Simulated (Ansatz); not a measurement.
**A computed series for hypothetical I4_132 P: pressure series**

Base system: P (space group I4_132, No. 214; a hypothetical phase, not in the database extracts checked).

```
P
1.0
   -3.05083     3.05083     3.05083
    3.05083    -3.05083     3.05083
    3.05083     3.05083    -3.05083
P
4
Cartesian
  2.28812   0.76271  -0.76271
  0.76271  -0.76271   2.28812
 -0.76271   2.28812   0.76271
  0.76271   0.76271   0.76271
```

Cell and atoms are relaxed at each pressure.

Level of theory: PBE (Ansatz, a first-principles code, PAW, without spin-orbit coupling).

Notes on the quantities. enthalpy: H = E + PV relative to the base's energy.

```json
[
 {"variant": "base", "density": "1.81 g/cm³", "enthalpy": "–"},
 {"variant": "pressure −2 GPa", "density": "1.68 g/cm³", "enthalpy": "-0.37 eV/atom"},
 {"variant": "pressure −1 GPa", "density": "1.75 g/cm³", "enthalpy": "-0.18 eV/atom"},
 {"variant": "pressure 0.3 GPa", "density": "[?]", "enthalpy": "+0.05 eV/atom"},
 {"variant": "pressure 0.7 GPa", "density": "1.85 g/cm³", "enthalpy": "+0.12 eV/atom"},
 {"variant": "pressure 1.5 GPa", "density": "1.88 g/cm³", "enthalpy": "+0.26 eV/atom"},
 {"variant": "pressure 3 GPa", "density": "1.94 g/cm³", "enthalpy": "+0.51 eV/atom"},
 {"variant": "pressure 5 GPa", "density": "2.00 g/cm³", "enthalpy": "+0.84 eV/atom"},
 {"variant": "pressure 7.5 GPa", "density": "2.07 g/cm³", "enthalpy": "+1.23 eV/atom"},
 {"variant": "pressure 10 GPa", "density": "2.13 g/cm³", "enthalpy": "+1.61 eV/atom"}
]
```

Question: What belongs in the blanks?

Answer: 
- pressure 0.3 GPa, density: 1.83 g/cm³

Load acts through the strain it causes; cell and atoms are relaxed under it. Stability against distortions was not tested. Competing high-pressure phases were not computed.
